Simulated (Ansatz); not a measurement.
A computed series for ZnO: response to strain

Base system: ZnO in the wurtzite structure (space group P6_3mc, No. 186; a = 3.1869 Å, c = 5.1526 Å). Axes: x lies along a and z along c of the hexagonal cell.

Strains are applied to the cell and any free atomic positions relax; under biaxial strain the out-of-plane vector relaxes too.

Calculations: Ansatz (an electronic-structure program) LDA, scalar-relativistic without spin-orbit coupling.

Candidates:
(a) biaxial strain −2.40 %, plane normal [001], relaxed out of plane
(b) biaxial strain −3.00 %, plane normal [001], relaxed out of plane
(c) biaxial strain −1.20 %, plane normal [001], relaxed out of plane
(d) biaxial strain −1.80 %, plane normal [001], relaxed out of plane

Q: Order them by out-of-plane strain, lowest first.

A: (c) biaxial strain −1.20 %, plane normal [001], relaxed out of plane (+1.23 %), (d) biaxial strain −1.80 %, plane normal [001], relaxed out of plane (+1.83 %), (a) biaxial strain −2.40 %, plane normal [001], relaxed out of plane (+2.42 %), (b) biaxial strain −3.00 %, plane normal [001], relaxed out of plane (+3.01 %)

Stability against distortions was not tested.
